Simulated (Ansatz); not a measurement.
Base system: ZnSe in the zinc blende structure (space group F-43m, No. 216; a = 5.633 Å). Axes: x, y, z lie along the cube axes.

Method: PBEsol/PAW in Ansatz (an electronic-structure program), scalar-relativistic without spin-orbit coupling.

Before the change:

The valence-band top at Γ is 0.00, 0.00, 0.00 eV. The valley order is Γ 1.24 eV; L along ⟨111⟩ 2.48 eV.

Perturbation: uniaxial strain ε_zz = +1.00 %, all other strain components held at zero; the atoms relax in the strained cell.

How does this affect the valence-band top at Γ, valley order, stress and energy relative to the base?

The valence-band top at Γ (three highest levels, from the VBM) goes from 0.00, 0.00, 0.00 eV to 0.00, 0.00, -0.04 eV; the valley order (the lowest conduction-band minima on the path, energy above the VBM, named in the base's zone) changes from Γ 1.24 eV; L along ⟨111⟩ 2.48 eV to Γ 1.19 eV; L along [111] 2.45 eV; the stress (xx, yy, zz, yz, xz, xy; compression positive) amounts to (-0.51, -0.51, -0.88, 0.00, 0.00, 0.00) GPa; the energy grows by 0.6 meV/atom.

The levels and masses belong to the bands next to the band gap. Stability against distortions was not tested.
